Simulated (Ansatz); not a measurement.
**Bi2Te3: pressure series**

Start from Bi2Te3 in the Bi2Te3 type structure (space group R-3m, No. 166; a = 4.395 Å, c = 31.384 Å (hexagonal axes)).

Cell and atoms are relaxed at each pressure.

Computed with r2SCAN+rVV10 in Ansatz (plane waves to 500 eV, PAW, no SOC).

Notes on the quantities. enthalpy: H = E + PV relative to the base's energy.

| variant | enthalpy | width of the top valence band | lattice parameter a |
|---|---|---|---|
| base | – | 1.29 eV | 4.395 Å |
| pressure 0.3 GPa | +0.07 eV/atom | 1.37 eV | 4.387 Å |
| pressure 0.7 GPa | +0.15 eV/atom | 1.46 eV | 4.376 Å |
| pressure 1.5 GPa | +0.32 eV/atom | 1.59 eV | 4.355 Å |

Spin-orbit coupling, missing from the scalar runs, can matter with Bi and Te. The levels and masses belong to the bands next to the band gap. Load acts through the strain it causes; cell and atoms are relaxed under it. No phonon test of stability was made.

Ansatz is a first-principles code.
